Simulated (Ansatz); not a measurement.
This Ansatz (a program for electronic structure) input is the reference run, ZnO in the wurtzite structure (space group P6_3mc, No. 186), computed with PBE (Ansatz, PAW, spin-orbit coupling left out):

Ansatz 0.2 input:
```yaml
crystal:
  lattice:
    - [3.2794753779, 0, 0]
    - [-1.639737689, 2.8401089884, 0]
    - [0, 0, 5.2937148049]
  atoms:
    - { symbol: Zn, position: [0.3333333333, 0.6666666667, 0.0014606235] }
    - { symbol: Zn, position: [0.6666666667, 0.3333333333, 0.5014606235] }
    - { symbol: O, position: [0.3333333333, 0.6666666667, 0.3805393765] }
    - { symbol: O, position: [0.6666666667, 0.3333333333, 0.8805393765] }
basis: { ecutwfc: 420, ecutrho_ratio: 4, xc_grid: 2, fft_grid_basis: typed }
kpoints: { mp_grid: { grid: [12, 12, 6] } }
hamiltonian:
  xc: pbe
  dispersion: none
  pseudopotentials: { kind: paw }
scf: { occupations: { method: fermi_dirac, width: 0.05 }, convergence: { dr2_threshold: 0.0000000004 } }
output: { forces: true, stress: true }
checkpoint: { write: state.ck, write_every: 1000 }
```

Task: Write the input for this change: biaxial strain +3.00 %, plane normal [001], relaxed out of plane (Cartesian); in-plane vectors clamped, the third vector and the atoms free.

Result: 
Ansatz 0.2 input:
```yaml
crystal:
  lattice:
    - [3.3778596393, 0, 0]
    - [1.6889298196, 2.925312258, 0]
    - [0, 0, 5.2143090828]
  atoms:
    - { symbol: Zn, position: [0.3333333333, 0.3333333333, 0.0014606235] }
    - { symbol: Zn, position: [0.6666666667, 0.6666666667, 0.5014606235] }
    - { symbol: O, position: [0.3333333333, 0.3333333333, 0.3805393765] }
    - { symbol: O, position: [0.6666666667, 0.6666666667, 0.8805393765] }
basis: { ecutwfc: 420, ecutrho_ratio: 4, xc_grid: 2, fft_grid_basis: typed }
kpoints: { mp_grid: { grid: [12, 12, 6] } }
hamiltonian:
  xc: pbe
  dispersion: none
  pseudopotentials: { kind: paw }
scf: { occupations: { method: fermi_dirac, width: 0.05 } }
relax: { f_tol: 0.005, max_steps: 50, cell: { stress_tol: 0.01, fix: [a, b, gamma] } }
output: { forces: true, stress: true }
checkpoint: { write: state.ck, write_every: 1000 }
```
This is the input that was run; other choices of cell and start would serve too.

No phonon test of stability was made.
